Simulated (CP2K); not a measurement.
Worked example: self-consistent single point of LuPd (P1, 2 atoms in the cell) in CP2K.

Method of the run: LDA (Pade form), GPW, DZVP-MOLOPT-SR-GTH basis, GTH-PADE potentials (GTH_POTENTIALS) (CP2K 2026.2).

The change in words: lattice scaled by 0.98. Reference geometry:
```xyz
2
Lattice="3.4096 0.0000 0.0000 0.0000 3.4096 0.0000 0.0000 0.0000 3.4096" Properties=species:S:1:pos:R:3 pbc="T T T"
Lu     0.0114     0.0203     0.0017
Pd     1.6934     1.6846     1.7031
```

Reference input (self-consistent single point, DFT LDA (Pade form), GPW, DZVP-MOLOPT-SR-GTH basis, GTH-PADE potentials (GTH_POTENTIALS)): CUTOFF = 500 Ry; REL_CUTOFF = 50 Ry; SMEAR/METHOD = GAUSSIAN; SIGMA = 0.136 eV; KPOINTS/SCHEME = MONKHORST-PACK 7 7 7; XC_FUNCTIONAL = PADE; Lu/BASIS_SET = DZVP-MOLOPT-SR-GTH; Lu/POTENTIAL = GTH-PADE-q25; Pd/BASIS_SET = DZVP-MOLOPT-SR-GTH; Pd/POTENTIAL = GTH-PADE-q18; METHOD = GPW; EPS_DEFAULT = 1e-10. This run's input differs from it in these lines:

```diff
@@ -63,3 +63,3 @@
     &CELL
-      ABC 3.40963000 3.40963000 3.40963000
+      ABC 3.34143700 3.34143700 3.34143700
       ALPHA_BETA_GAMMA 90.00000000 90.00000000 90.00000000
```

Output, abridged:

```
 SCF WAVEFUNCTION OPTIMIZATION

  Step     Update method      Time    Convergence         Total energy    Change
     1 NoMix/Diag. 0.20E+00      -     2.30091823      -390.0617874261 -3.90E+02
     2 Broy./Diag. 0.20E+00      -     0.52131426      -395.0057722402 -4.94E+00
     3 Broy./Diag. 0.20E+00      -     0.02718462      -389.8991883831  5.11E+00
     4 Broy./Diag. 0.20E+00      -     0.04135707      -389.6404126218  2.59E-01
     5 Broy./Diag. 0.20E+00      -     0.01081562      -389.3878851098  2.53E-01
     6 Broy./Diag. 0.20E+00      -     0.00400204      -389.3570963177  3.08E-02
   [... 3 lines left out ...]
    10 Broy./Diag. 0.20E+00      -     0.00007861      -389.4716667342  3.01E-03
    11 Broy./Diag. 0.20E+00      -     0.00007179      -389.4723587068 -6.92E-04
    12 Broy./Diag. 0.20E+00      -     0.00003067      -389.4729087523 -5.50E-04
    13 Broy./Diag. 0.20E+00      -     0.00000095      -389.4732042256 -2.95E-04
  *** SCF run converged in    13 steps ***

  Overlap energy of the core charge distribution:               0.00000000000002
  Self energy of the core charge distribution:               -577.67066065574090
  Core Hamiltonian energy:                                    152.27239243305581
  Hartree energy:                                              71.23194740260026
  Exchange-correlation energy:                                -35.30596853744763
  Smearing free energy correction:                             -0.00091486940072
  Fermi energy:                                                 0.45363478604974

  Total energy:                                              -389.47320422562262
  Total energy (extrapolated to sigma->0):                   -389.47274679092226

   [... lines left out ...]

 STRESS| Analytical stress tensor [bar]
 STRESS|                        x                   y                   z
 STRESS|      x       -2.44405925358E+04   1.37005615450E+02   1.17943551893E+01
 STRESS|      y        1.37005615450E+02  -2.47609071447E+04   2.08068238869E+01
 STRESS|      z        1.17943551893E+01   2.08068238869E+01  -2.42895253199E+04
 STRESS| 1/3 Trace                                            -2.44970083335E+04
```

The run converged in 13 iterations. Against the reference run the free energy falls by 43.0 meV/atom, the pressure goes from -8.98 to -2.45 GPa and the largest force goes from 0.076 to 0.112 eV/Å.

The starting cell comes from a database of computed structures (which also holds hypothetical and non-ambient phases and stackings), without a prior relaxation at this level. Its atoms were displaced at random from the sites of space group no. 221. For this run, on top of that: lattice scaled by 0.98. Spin polarisation is off. Values carry the incompleteness of an atom-centred basis.

Cost on one core of a shared machine: roughly 3 min.
